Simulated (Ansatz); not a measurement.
Consider a periodic stack without vacuum, fcc Pb (1 1 0) on cubic CsPbBr3 (1 1 0) (film strained to the substrate, started from cuts of the bulks and a machine-learned relaxation; slabs Cs3Pb3Br11 and Pb18, which can lie off the formulas): substrate slab Cs3Pb3Br11, film Pb18, surface cells [[0, 1], [-1, 0]] and [[-1, 2], [-1, -1]], film strained by -2.8 and -2.8 %, outermost planes Br/Br and Pb/Pb as cut, which need not be the usual terminations and can put a slab off its formula. Its start:

```
CELL_PARAMETERS angstrom
      8.48528     0.00000    -0.00110
      0.00000     6.00000    -0.00552
     -0.71073    -2.02436    26.45865
ATOMIC_POSITIONS crystal
  Cs 0.69348 0.04786 0.14069
  Pb 0.18954 0.53767 0.11652
  Br 0.91161 0.43732 0.04019
  Br 0.44685 0.58254 0.03831
  Br 0.18949 0.03942 0.12093
  Cs 0.20336 0.09847 0.29295
  Pb 0.70389 0.59535 0.28477
  Br 0.45486 0.56490 0.19814
  Br 0.94095 0.56834 0.19905
  Br 0.70505 0.09596 0.28682
  Cs 0.71293 0.14990 0.42987
  Pb 0.22375 0.65540 0.45538
  Br 0.95626 0.62670 0.37142
  Br 0.45357 0.61797 0.36699
  Br 0.21550 0.14869 0.43708
  Br 0.50775 0.79577 0.52412
  Br 0.97400 0.57827 0.53192
  Pb 0.14009 0.40655 0.67381
  Pb 0.47101 0.03655 0.67592
  Pb 0.80207 0.72087 0.66828
  Pb 0.14623 0.89777 0.61013
  Pb 0.46034 0.49888 0.60937
  Pb 0.79919 0.19595 0.61607
  Pb 0.82539 0.77963 0.82306
  Pb 0.14946 0.44086 0.82233
  Pb 0.47947 0.10124 0.82449
  Pb 0.81229 0.25192 0.74549
  Pb 0.14092 0.91813 0.74708
  Pb 0.47696 0.57333 0.74897
  Pb 0.50080 0.13895 0.95684
  Pb 0.82985 0.83075 0.95621
  Pb 0.16602 0.48948 0.96096
  Pb 0.49627 0.62751 0.89379
  Pb 0.82124 0.30400 0.89551
  Pb 0.15858 0.96868 0.90118
```

The start was prepared with a machine-learned potential, and the result is one local minimum, with the in-plane cell held and forces under 0.04 eV/Å; the film can end far from its bulk form.

The numbers are results of PBE (plane waves to 420 eV, PAW; Ansatz, an electronic-structure program), not measurements. No spin–orbit coupling; the runs are not spin-polarised. Its k-point mesh 4×5×1, Fermi–Dirac width 0.05 eV.

Question: Predict the relaxed interface.

Answer: interface area: 50.9 Å²
period: 26.67 Å
heights between the nearest atoms of the two slabs at the two interfaces: 2.22 and 1.96 Å
Br–Pb contacts across the interfaces within 1.22 times the sum of covalent radii: 3, mean 3.08 Å
